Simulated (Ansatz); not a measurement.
Levels about the gap of amorphous Si$_{32}$O$_{32}$ (64 atoms in a cell of 1047 Å³, 2.24 g/cm³; zone centre alone, so wide bands show as single levels with stretches between that a denser mesh fills), at the geometry that PBE relaxed, where it gives 0.0 GPa on a denser mesh. The participation number counts the atoms over which a state spreads; weights are charges in smoothed Voronoi cells. The levels come from a single point, so bond lengths are those of that geometry. Method of the levels: PBE, scalar-relativistic without spin-orbit coupling (Ansatz, an electronic-structure program). Sampling: the zone centre alone; Fermi-Dirac width 0.02 eV; no spin polarisation. The usual formal charges leave 64 electrons over, so the level spacing at the Fermi energy parts defect or band states and needn't be the band gap.

Preparation: random packing, a CHGNet melt and quench, and a DFT relaxation. O atoms were pushed apart under 1.9 Å during the dynamics, to hinder bonds among them. The hot cell started wider than the set density and was brought back towards it in steps. It is the lowest in DFT energy of 8 quenches. It is a model cell: composition and starting density were chosen by hand, and all elements were melted together. No dispersion term was used. Its density started from a set value of 2.23 and ended at 2.24 g/cm³. The quench (nominally 150 K/ps over its main leg) was far faster than any real one, so the model tends to hold more defects than a real film. A cell of this size samples the disorder only roughly. Volume and shape were free in the relaxation. On a 2×2×2 Γ-centred mesh force components of up to 0.17 eV/Å stay, since the relaxation ran on the zone centre alone.

```tsv
E - E(highest filled), eV	filling	participation number	largest on	weight Si	weight O
-1.29	filled	20.3	Si, 4 neighbours	0.74	0.26
-1.09	filled	15.2	Si, 4 neighbours	0.79	0.21
-0.93	filled	22.2	Si, 4 neighbours	0.83	0.17
-0.67	filled	19.1	Si, 4 neighbours	0.80	0.20
-0.45	filled	13.6	Si, 4 neighbours	0.82	0.18
-0.31	filled	9.1	Si, 3 neighbours	0.76	0.24
0.00	filled	15.0	Si, 3 neighbours	0.80	0.20
0.82	empty	12.0	Si, 3 neighbours	0.80	0.20
1.19	empty	20.0	Si, 4 neighbours	0.82	0.18
1.32	empty	6.3	Si, 3 neighbours	0.76	0.24
1.71	empty	22.2	Si, 4 neighbours	0.78	0.22
1.83	empty	25.7	Si, 4 neighbours	0.79	0.21
1.95	empty	24.4	Si, 4 neighbours	0.77	0.23
2.00	empty	21.5	Si, 3 neighbours	0.76	0.24
```

Most localised among these is the empty level at +1.32 eV, on a Si atom, which has 3 neighbours (O 1.66 Å, Si 2.34 Å, Si 2.42 Å).
